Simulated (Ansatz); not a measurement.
**GaAlP2 (P-4m2, No. 115, 4 atoms in the cell; start mp-1228888)**

Level of theory: HSE06 (plane waves, PAW; Ansatz, a quantum-chemistry and plane-wave program).

Run with plane-wave cutoff 500 eV, 6×6×4 k mesh (along the axes of the cell as run), gaussian smearing 0.02 eV, scalar-relativistic PAW data made under PBE.

Cell (relaxed at this level):

```
AlGaP2
1.0
    3.87164     0.00000     0.00000
    0.00000     3.87164     0.00000
    0.00000     0.00000     5.46365
Al Ga P
1 1 2
Direct
  0.50000   0.50000   0.50000
  0.00000   0.00000   0.00000
  0.00000   0.50000   0.25066
  0.50000   0.00000   0.74934
```

```
Property                       Result
--------  ---------------------------
band gap  2.30 eV (on the SCF k mesh)
```

Note: the relaxation could not lower the start's symmetry, so the cell can be a saddle point above a distorted one.

Spin–orbit coupling is not included.

Computed values are for the static lattice.

Computing time: around 5 core-minutes (rough).

A start named mp-… is a Materials Project structure, which need not be a measured phase.
